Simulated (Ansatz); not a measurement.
Habitual settings against a tight run: GaAg3 (P6_3/mmc, 8 atoms in the cell)

Self-consistent single point.

```
CELL_PARAMETERS angstrom
      5.76323     0.00000     0.00000
     -2.88162     4.99111     0.00000
      0.00000     0.00000     4.65558
ATOMIC_POSITIONS crystal
  Ga 0.66667 0.33333 0.25000
  Ga 0.33333 0.66667 0.75000
  Ag 0.33579 0.16789 0.75000
  Ag 0.66421 0.83210 0.25000
  Ag 0.16789 0.33579 0.25000
  Ag 0.83210 0.66421 0.75000
  Ag 0.83210 0.16789 0.75000
  Ag 0.16789 0.83210 0.25000
```

Method: LDA (PW92), PAW files made with PBE (plane waves; Ansatz, a first-principles code).

Base settings: basis.ecutwfc = 30.9 Ry; kpoints.mp_grid.grid = 6 6 6; hamiltonian.xc = lda; hamiltonian.pseudopotentials = {kind: paw} (the program's default PAW files); scf.occupations.method = methfessel_paxton; scf.occupations.width = 0.0147 Ry.

Tight run (finer mesh or higher cutoff; not a proven limit): basis.ecutwfc: 30.9 Ry → 43.4 Ry; kpoints.mp_grid.grid: 6 6 6 → 9 9 9; scf.convergence.dr2_threshold: default (1e-07 eV) → 1e-09 eV. It gave Fermi level (on the code's own zero) 15.88 eV; pressure -6.43 GPa; largest force (vector length) 0.015 eV/Å.

Quick runs, as changes from the base:
- A: the base itself
- B: basis.ecutwfc: 30.9 Ry → 24.6 Ry; kpoints.mp_grid.grid: 6 6 6 → 2 2 2; scf.occupations.method: methfessel_paxton → cold; scf.occupations.width: 0.0147 Ry → 0.02 Ry
- C: basis.ecutwfc: 30.9 Ry → 18.4 Ry; scf.occupations.method: methfessel_paxton → gaussian; scf.occupations.width: 0.0147 Ry → 0.02 Ry
- D: basis.ecutwfc: 30.9 Ry → 15.4 Ry; kpoints.mp_grid.grid: 6 6 6 → 8 8 8
- E: basis.ecutwfc: 30.9 Ry → 15.4 Ry; kpoints.mp_grid.grid: 6 6 6 → 2 2 2; hamiltonian.xc: lda → pbesol [PBEsol]
- F: basis.ecutwfc: 30.9 Ry → 21.7 Ry; kpoints.mp_grid.grid: 6 6 6 → 4 4 4; hamiltonian.xc: lda → pbesol [PBEsol]

Energies are extrapolated to zero smearing width, which holds to low order in the width alone.

Dashes: energy of E, F, another energy zero.

† marks runs with another functional, U, potentials or spin treatment: their distance from the tight run is not a convergence error alone.

The count of work is k-points × plane waves × bands × iterations; it is no time. 

Pressures in the table are Ansatz's without its Pulay estimate, at a fixed set of plane waves; the tight run's value above holds the estimate.

The starting cell comes from a database of computed structures (which also holds hypothetical and non-ambient phases and stackings), without a prior relaxation at this level. Its lattice was rescaled by a random factor within 2.5 % of one. In the base run, with a pressure of about -6 GPa the cell is away from its equilibrium volume at this level.

| run | energy less tight (meV/atom) | pressure less tight (GPa) | largest miss in a force vector (eV/Å) | count of work / tight |
|---|---|---|---|---|
| A | 4.8 | -0.01 | 0.001 | 0.21 |
| B | 18.8 | -2.72 | 0.084 | 0.019 |
| C | 1006.9 | -69.08 | 0.005 | 0.096 |
| D | 5464.8 | -273.47 | 0.148 | 0.13 |
| E† | – | -267.62 | 0.214 | 0.0092 |
| F† | – | -6.89 | 0.018 | 0.052 |

Among the runs at the tight run's level, the energy misses run from 4.8 to 5464.8 meV/atom.

Keys are those of Ansatz 0.2.
